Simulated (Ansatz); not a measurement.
For Zr2AlN (P6₃/mmc, No. 194, 8 atoms in the cell; start mp-4678), PBEsol (PAW; Ansatz, an electronic-structure program) gives:

```
Property                              Result
------------------------------  ------------
equilibrium lattice constant a       3.221 Å
c axis length                       14.316 Å
bulk modulus B0                      151 GPa
cohesive energy                 6.91 eV/atom
```

### Question
What does r²SCAN in Ansatz (PAW) give for the same quantities?

### Answer

- lattice constant a: 3.244 Å (rises by 0.7 %)
- lattice parameter c: 14.399 Å (goes up by 0.6 %)
- bulk modulus: 150 GPa (hardly moves)
- cohesive energy: 6.14 eV/atom (shrinks by 0.77 eV/atom)

Changes are worked out from the printed values.

Unless a cell is named, each level is at its own relaxed cell (PBEsol 16.08, r²SCAN 16.40 Å³/atom).

Caveats: the bulk modulus is −V dP/dV from two relaxed cells at ±2 % in volume (PBEsol, r²SCAN); the relaxation could not lower the start's symmetry, so the cell can be a saddle point above a distorted one (PBEsol, r²SCAN). Ansatz's density-functional and Hartree–Fock values are scalar-relativistic unless marked +SOC, with PAW data made under PBE.

A start named mp-… is a Materials Project structure, which need not be a measured phase.
